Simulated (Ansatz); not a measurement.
Levels about the gap of amorphous Si$_{24}$O$_{49}$Ag$_{2}$ (75 atoms in a cell of 1126 Å³, 2.47 g/cm³; zone centre alone, so wide bands show as single levels with stretches between that a denser mesh fills), at the geometry that PBE relaxed, where it gives 0.0 GPa on a denser mesh. The participation number counts the atoms over which a state spreads; weights are charges in smoothed Voronoi cells. The levels come from a single point, so bond lengths are those of that geometry. Method of the levels: r2SCAN, scalar-relativistic without spin-orbit coupling (Ansatz, a quantum-chemistry and plane-wave program). Sampling: the zone centre alone; Fermi-Dirac width 0.02 eV; no spin polarisation. At PBE the levels at the filled edge of the gap are localised (band-tail or defect states), and the nearest spread-out levels lie 4.4 eV apart at the zone centre.

A CHGNet melt-quench gave the starting glass, which DFT then relaxed. O atoms were pushed apart under 1.9 Å during the dynamics, to hinder bonds among them. The hot cell started wider than the set density and was brought back towards it in steps. It is the lowest in DFT energy of 2 quenches. It is a model cell: composition and starting density were chosen by hand, and all elements were melted together. No dispersion term was used. Its density started from a set value of 2.45 and ended at 2.47 g/cm³. Cooling (nominally 400 K/ps over its main leg) ran many orders faster than in experiment, which tends to leave more defects and strain. One small periodic cell is one sample of the glass; other quenches scatter about these values. Volume and shape were free in the relaxation.

```tsv
E - E(highest filled), eV	filling	participation number	largest on	weight Ag	weight O	weight Si
-1.48	filled	2.0	Ag, 3 neighbours	0.92	0.08	0.00
-1.37	filled	3.2	Ag, 3 neighbours	0.78	0.21	0.01
-1.17	filled	5.1	Ag, 2 neighbours	0.50	0.47	0.03
-0.85	filled	4.3	Ag, 2 neighbours	0.40	0.57	0.03
-0.11	filled	2.7	O, 2 neighbours	0.33	0.63	0.04
-0.01	filled	3.4	Ag, 3 neighbours	0.46	0.51	0.03
0.00	filled	4.1	Ag, 3 neighbours	0.52	0.45	0.03
3.34	empty	7.7	Ag, 2 neighbours	0.43	0.46	0.10
4.84	empty	31.0	Ag, 2 neighbours	0.18	0.63	0.19
5.27	empty	12.5	Ag, 3 neighbours	0.33	0.50	0.17
5.73	empty	25.9	Ag, 3 neighbours	0.20	0.61	0.19
5.88	empty	29.4	Ag, 3 neighbours	0.15	0.65	0.20
6.11	empty	40.9	Ag, 2 neighbours	0.08	0.67	0.25
6.26	empty	54.7	O, 2 neighbours	0.03	0.72	0.25
```

Most localised among these is the filled level at -1.48 eV, on a Ag atom, which has 3 neighbours (O 2.03 Å, O 2.14 Å, Ag 2.76 Å).
